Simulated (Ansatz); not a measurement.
The parent structure is SiO2 in the rutile structure (space group P4_2/mnm, No. 136; a = 4.236 Å, c = 2.690 Å). Axes: x, y, z lie along a, b, c of the conventional cell.

The values are results of PBE (Ansatz, a first-principles code; PAW; 420 eV plane waves; spin-orbit coupling left out), not measurements.

Before the change:

```
Quantity    Result
--------  --------
Pressure  0.1 kbar
Band gap   5.04 eV
```

One thing is altered: tensile biaxial strain of 2.40 % in the plane normal to [001], as in epitaxy on a mismatched substrate; the out-of-plane cell vector and the atoms relax.

What does the calculation give for the pressure, band gap and ratio −ε⊥/ε∥ after the change?

The pressure (mean of the normal stresses, compression positive) decreases by 60.03 kbar, from 0.1 kbar to -60.0 kbar; the band gap shrinks by 0.31 eV, from 5.04 eV to 4.73 eV; the ratio −ε⊥/ε∥ comes out as 0.47.

Gaps are read on the SCF mesh and a high-symmetry path. Whether these cells are dynamically stable was not tested.
